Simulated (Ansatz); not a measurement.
Base system: GaAs in the zinc blende structure (space group F-43m, No. 216; a = 5.666 Å). Axes: x, y, z lie along the cube axes.

Now apply this change: biaxial strain −2.92 %, plane normal [001], relaxed out of plane (Cartesian); in-plane vectors clamped, the third vector and the atoms free.

Levels (all Ansatz, an electronic-structure program, PAW, earlier PAW set): r2SCAN (500 eV, scalar-relativistic without spin-orbit coupling); HSE06 (420 eV, no spin-orbit coupling); HSE06+SOC (420 eV, with spin-orbit coupling).

One geometry, relaxed with r2SCAN, under each level:

The valence-band top lists the three highest levels at Γ (Kramers pairs under SOC), from the VBM.

| level | band gap | lowest conduction level above the VBM at special points | valence-band top at Γ |
|---|---|---|---|
| r2SCAN | 1.11 eV | Γ 1.11 eV; N 1.29 eV; X 1.48 eV | 0.00, 0.00, -0.36 eV |
| HSE06 | 1.51 eV | Γ 1.51 eV; N 1.67 eV; X 1.77 eV | – |
| HSE06+SOC | 1.39 eV | Γ 1.39 eV; N 1.55 eV; X 1.64 eV | 0.00, -0.16, -0.58 eV |

Single points use the geometry relaxed with r2SCAN. Differences between runs with and without spin-orbit coupling are approximate. Stability against distortions was not tested. k-point labels follow each cell's own Brillouin zone.
